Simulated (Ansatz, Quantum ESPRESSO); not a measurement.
An Ansatz (a program for electronic structure) input for a self-consistent single point of Cu2As (P4/nmm, 6 atoms in the cell) (DFT, LDA (PW92), plane waves, default PAW files made with PBE):

Ansatz 0.2 input:
```yaml
crystal:
  lattice:
    - [3.736589, 0.000000, 0.000000]
    - [0.000000, 3.736589, 0.000000]
    - [0.000000, 0.000000, 5.821762]
  atoms:
    - { symbol: Cu, position: [0.500000, 0.500000, 0.000000] }
    - { symbol: Cu, position: [0.000000, 0.000000, 0.000000] }
    - { symbol: Cu, position: [0.500000, 0.000000, 0.299960] }
    - { symbol: Cu, position: [0.000000, 0.500000, 0.700040] }
    - { symbol: As, position: [0.500000, 0.000000, 0.713010] }
    - { symbol: As, position: [0.000000, 0.500000, 0.286990] }
basis:
  ecutwfc: 420.0
kpoints:
  mp_grid: { grid: [7, 7, 5] }
hamiltonian:
  xc: lda
  pseudopotentials: { kind: paw }
scf:
  occupations: { method: fermi_dirac, width: 0.1 }
output:
  forces: true
  eigenvalues: true
  stress: true
```

Task: Translate this input to Quantum ESPRESSO.

Result: One input that does it (others would too):

```fortran
&control
 calculation = 'scf'
 outdir = './tmp'
 pseudo_dir = './'
 tprnfor = .true.
 tstress = .true.
/
&system
 ibrav = 6
 A = 3.73658900
 C = 5.82176200
 nat = 6
 ntyp = 2
 ecutwfc = 55
 ecutrho = 330
 occupations = 'smearing'
 smearing = 'fermi-dirac'
 degauss = 0.0073499
/
&electrons
 conv_thr = 1.0d-10
/
ATOMIC_SPECIES
Cu    63.5460  Cu.pz-dn-rrkjus_psl.1.0.0.UPF
As    74.9216  As.pz-n-rrkjus_psl.1.0.0.UPF
ATOMIC_POSITIONS angstrom
Cu    1.86829450    1.86829450    0.00000000
Cu    0.00000000    0.00000000    0.00000000
Cu    1.86829450    0.00000000    1.74629573
Cu    0.00000000    1.86829450    4.07546627
As    1.86829450    0.00000000    4.15097452
As    0.00000000    1.86829450    1.67078748
K_POINTS automatic
7 7 5  0 0 0
```

Basis settings and potentials, where a program has them, do not carry over. This input uses DFT, LDA (PZ), plane waves, PSlibrary ultrasoft (LDA) pseudopotentials. LDA parametrisations can differ slightly between programs.

The starting cell comes from a database of computed structures (which also holds hypothetical and non-ambient phases and stackings), without a prior relaxation at this level. Its lattice was rescaled by a random factor within 2.5 % of one.
